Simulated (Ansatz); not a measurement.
**Pressure series in Bi**

The parent structure is Bi in the A7 type structure (space group R-3m, No. 166; a = 4.5205 Å, c = 12.0283 Å (hexagonal axes); layered).

Cell and atoms are relaxed at each pressure.

The values are results of plane-wave PAW DFT at the r2SCAN+rVV10 level (Ansatz, a program for electronic structure, 500 eV), no spin-orbit coupling, not measurements.

```csv
pressure (GPa),volume per atom (Å³/atom)
-2,39.061
-1,36.798
0,35.478
0.9,34.578
2.1,?
4.5,32.114
9,30.138
15,28.296
```

Task: Fit the third-order Birch–Murnaghan form P(V) = (3B₀/2)[(V₀/V)^(7/3) − (V₀/V)^(5/3)]·[1 + (3/4)(B₀′ − 4)((V₀/V)^(2/3) − 1)] (squares taken in P) to the rows shown and predict the withheld row.

Result: Least squares on the printed values gives V₀ = 35.565 Å³/atom, B₀ = 31.0 GPa, B₀′ = 6.8; this predicts 33.625 Å³/atom, and the run gives 33.608 Å³/atom, 0.017 lower.

Load acts through the strain it causes; cell and atoms are relaxed under it. Whether these cells are dynamically stable was not tested. Competing high-pressure phases were not computed.
